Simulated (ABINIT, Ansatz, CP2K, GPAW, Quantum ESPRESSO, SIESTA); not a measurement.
## One structure in several programs: Sc (P6_3/mmc, 4 atoms in the cell)

Self-consistent single point.

```xyz
4
Lattice="3.2220 0.0000 0.0000 -1.6110 2.7903 0.0000 0.0000 0.0000 10.3667" Properties=species:S:1:pos:R:3 pbc="T T T"
Sc     0.0000     0.0000     0.0000
Sc     0.0000     0.0000     5.1834
Sc     0.0000     1.8602     2.5917
Sc     1.6110     0.9301     7.7750
```

Shared settings, as Ansatz (a quantum-chemistry and plane-wave program) writes them: kpoints.mp_grid.grid = 8 8 3; scf.occupations.method = fermi_dirac; scf.occupations.width = 0.0073 Ry. Potentials and cutoffs stand in the table.

```json
[
 {"code": "SIESTA", "model": "LDA PW92, numerical atomic orbitals DZP, PseudoDojo LDA standard norm-conserving potentials (rewritten from UPF to PSML)", "pressure (GPa)": "-3.62", "cutoff": "grid 300 Ry"},
 {"code": "Quantum ESPRESSO", "model": "LDA (PZ), GBRV 1.5 ultrasoft (LDA) pseudopotentials", "pressure (GPa)": "-2.01", "cutoff": "50 Ry"},
 {"code": "CP2K", "model": "LDA (Pade form), GPW, DZVP-MOLOPT-SR-GTH basis, GTH-PADE potentials (GTH_POTENTIALS)", "pressure (GPa)": "-1.21", "cutoff": "grid 600 Ry"},
 {"code": "ABINIT", "model": "LDA (PW92), norm-conserving pseudopotentials (PseudoDojo nc-sr-04 LDA standard)", "pressure (GPa)": "-2.02", "cutoff": "39 Ha"},
 {"code": "GPAW", "model": "LDA (Perdew-Wang 92), GPAW PAW datasets LDA (gpaw-data 1.0.1)", "pressure (GPa)": "-1.93", "cutoff": "850 eV"},
 {"code": "Ansatz", "model": "LDA (PW92), PAW files made with PBE", "pressure (GPa)": "-2.01", "cutoff": "30.9 Ry"}
]
```

The spread over the programs that give each value: pressure within 2.41 GPa.

SIESTA and CP2K use small atom-centred bases, whose incompleteness enters pressures, forces and empty levels differently from a plane-wave cutoff. Ansatz's pressure is given at a fixed set of plane waves, as the other plane-wave codes print theirs. The same LDA comes in different parametrisations, which differ slightly. In the pressure, SIESTA (by 1.61) lies more than 1 GPa from the median of the plane-wave programs.

The starting cell was generated: these elements placed on a structure prototype, without a prior relaxation; it need not be a known phase or ordering of this composition. Its lattice was rescaled by a random factor within 2.5 % of one.

Left out of this page: Elk (not drawn, or without a comparable value).

Keys are those of Ansatz 0.2.
